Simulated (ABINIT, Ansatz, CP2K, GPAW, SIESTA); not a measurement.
**Code comparison for Si (Fd-3m, 2 atoms in the cell)**

Band-structure calculation.

```yaml
crystal:
  lattice:
    - [0.00000, 2.72185, 2.72185]
    - [2.72185, 0.00000, 2.72185]
    - [2.72185, 2.72185, 0.00000]
  atoms:
    - { symbol: Si, position: [0.25000, 0.25000, 0.25000] }
    - { symbol: Si, position: [0.00000, 0.00000, 0.00000] }
```

Shared settings, as Ansatz (a program for electronic structure) writes them: kpoints.mp_grid.grid = 8 8 8; scf.occupations.method = fermi_dirac; scf.occupations.width = 0.0037 Ry. Potentials and cutoffs stand in the table.

| code | model | gap along the path (eV) | smallest direct gap (eV) | cutoff |
|---|---|---|---|---|
| ABINIT | PBE, norm-conserving pseudopotentials (PseudoDojo nc-sr-05 PBE standard) | 0.58 | 2.55 | 36 Ry |
| GPAW | PBE, GPAW PAW datasets PBE (gpaw-data 1.0.1) | 0.59 | 2.56 | 600 eV |
| CP2K | PBE, GPW, DZVP-MOLOPT-SR-GTH basis, GTH-PBE potentials (GTH_POTENTIALS) | 0.65 | 2.61 | grid 400 Ry |
| Ansatz | PBE, PAW files | 0.59 | 2.56 | default |
| SIESTA | GGA PBE, numerical atomic orbitals TZP, PseudoDojo PBE standard norm-conserving potentials (rewritten from UPF to PSML) | 0.55 | 2.52 | grid 300 Ry |

The spread over the programs that give each value: gap along the path within 0.10 eV; smallest direct gap within 0.09 eV.

CP2K and SIESTA use small atom-centred bases, whose incompleteness enters pressures, forces and empty levels differently from a plane-wave cutoff.

The starting cell comes from a database of computed structures (which also holds hypothetical and non-ambient phases and stackings), without a prior relaxation at this level.

Left out of this page: Quantum ESPRESSO, Elk and FLEUR (not drawn, or without a comparable value).

Keys are those of Ansatz 0.2.
